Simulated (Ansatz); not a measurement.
Start from RuSi (space group P2_13, No. 198; a = 4.7361 Å).

(Cell as relaxed with PBE.)

Levels (all Ansatz, a quantum-chemistry and plane-wave program, PAW, earlier PAW set): PBE (420 eV, no spin-orbit coupling); r2SCAN (500 eV, spin-orbit coupling left out).

Each level relaxes its own structure.

```tsv
base	PBE	r2SCAN
volume per atom	13.28 Å³	13.03 Å³
lattice parameter a	4.736 Å	4.706 Å
band gap	0.23 eV	0.31 eV
```

It is then changed as follows: a hydrostatic pressure of 1.8 GPa.

```json
[
 {"quantity": "band gap", "PBE": "0.24 eV", "r2SCAN": "0.31 eV"},
 {"quantity": "volume per atom", "PBE": "13.17 Å³", "r2SCAN": "12.93 Å³"}
]
```

PBE's band gap lies 0.07 eV below r2SCAN's; PBE's volume per atom lies 0.24 Å³ above r2SCAN's (1.8 %). Neither level is exact; r2SCAN is the comparison here, not a measurement.

Load acts through the strain it causes; cell and atoms are relaxed under it. Whether these cells are dynamically stable was not tested. The zero or small gap of RuSi can change with the level of theory.
